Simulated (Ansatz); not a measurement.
**Response to strain in Ag**

Base system: Ag in the fcc (Cu type) structure (space group Fm-3m, No. 225; a = 4.104 Å; relaxed with 0.1 eV smearing).

Strains are applied to the cell and any free atomic positions relax.

Calculations: plane-wave PAW DFT at the r2SCAN level (Ansatz, an electronic-structure program, 500 eV), without spin-orbit coupling.

Notes on the quantities. energy relative to the base: free energy F.

| variant | energy relative to the base | volume per atom |
|---|---|---|
| base | 0 meV/atom | 17.28 Å³ |
| isotropic strain −3.00 % | +52 meV/atom | 15.77 Å³ |
| isotropic strain −2.50 % | +35 meV/atom | 16.02 Å³ |
| isotropic strain −2.00 % | +22 meV/atom | 16.27 Å³ |
| isotropic strain −1.50 % | … | 16.52 Å³ |
| isotropic strain −1.00 % | … | 16.77 Å³ |
| isotropic strain −0.50 % | +1.3 meV/atom | 17.03 Å³ |

**Question.** Some entries are withheld; estimate them.

**Answer.** 
- isotropic strain −1.50 %, energy relative to the base: +12 meV/atom
- isotropic strain −1.00 %, energy relative to the base: +5.2 meV/atom

No phonon test of stability was made.
